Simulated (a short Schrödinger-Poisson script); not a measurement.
System: gated In0.52Al0.48As/In0.53Ga0.47As modulation-doped gas in a quantum well, at 77 K.

```
layer        material  thickness (nm)  Nd (cm⁻³)  Na (cm⁻³)
-----  --------------  --------------  ---------  ---------
1      In0.52Al0.48As               8          -          -
2      In0.52Al0.48As              10     1.6e18          -
3      In0.52Al0.48As              40          -          -
4      In0.53Ga0.47As              15          -          -
5      In0.52Al0.48As            4000          -       1e14
```

The device is made up for the run: typed textbook-type constants, with dimensions and the other settings drawn at random. In0.52Al0.48As: permittivity 12.5, conduction-band edge (eV) 0.52, gap (eV) 1.45, electron mass (mₑ) 0.075, Nv at 300 K (cm⁻³) 1.1e19. In0.53Ga0.47As: permittivity 13.9, conduction-band edge (eV) 0, gap (eV) 0.74, Nv at 300 K (cm⁻³) 7.7e18.

Channel valleys (confinement mass, in-plane density-of-states mass, number): Γ 0.041, 0.041, 1. At the gate the conduction-band edge of layer 1 lies 0.65 eV − eVg above the Fermi level of the channel; the field vanishes at the back. Donor level 0.05 eV below the band edge. The barrier under the gate holds no holes. Gaps are held at their typed values at every temperature. Mesh 0.08 nm at interfaces.

Solved with a short Schrödinger-Poisson script written for these runs: 1D Poisson equation in equilibrium, electrons quantum, Hartree (BenDaniel-Duke, 40 states a valley, the channel's in-plane mass for all, wave functions free to enter the barrier), parabolic valleys, classical holes, donors ionised by Fermi statistics, acceptors fully, no traps, pinning or gate leakage.

The same stack at other levels of the model or other numerical settings:

| run | sheet density of all electrons at Vg = 0.4 V (cm⁻²) | sheet density of all electrons at Vg = -0.1 V (cm⁻²) | capacitance at Vg = 0.4 V (μF/cm²) | centroid of the channel electrons at Vg = 0.4 V (nm) | rough cost against the base |
|---|---|---|---|---|---|
| base | 5.31e11 | 2.39e10 | 0.276 | 6.56 | about 1 |
| electrons treated as classical, Boltzmann | 6.05e11 | 4.37e10 | 0.202 | 2.78 | 0.02 |
| electrons treated as classical, Fermi-Dirac | [?] | 4.10e10 | 0.236 | 5.67 | 0.1 |
| electrons treated as quantum, Hartree plus LDA exchange-correlation | [?] | 2.68e10 | [?] | 6.51 | about 1 |
| mesh six times as coarse | 5.30e11 | 2.36e10 | 0.277 | 6.55 | 0.2 |
| one subband a valley | 5.31e11 | 2.39e10 | 0.276 | 6.56 | 0.2 |

### Question
Fill in the missing entries.

### Answer

- electrons treated as quantum, Hartree plus LDA exchange-correlation, sheet density of all electrons at Vg = 0.4 V (cm⁻²): 5.41e11
- electrons treated as classical, Fermi-Dirac, sheet density of all electrons at Vg = 0.4 V (cm⁻²): 5.53e11
- electrons treated as quantum, Hartree plus LDA exchange-correlation, capacitance at Vg = 0.4 V (μF/cm²): 0.256

The classical rows ignore confinement, and Boltzmann statistics overrate the density once the band edge passes the Fermi level.
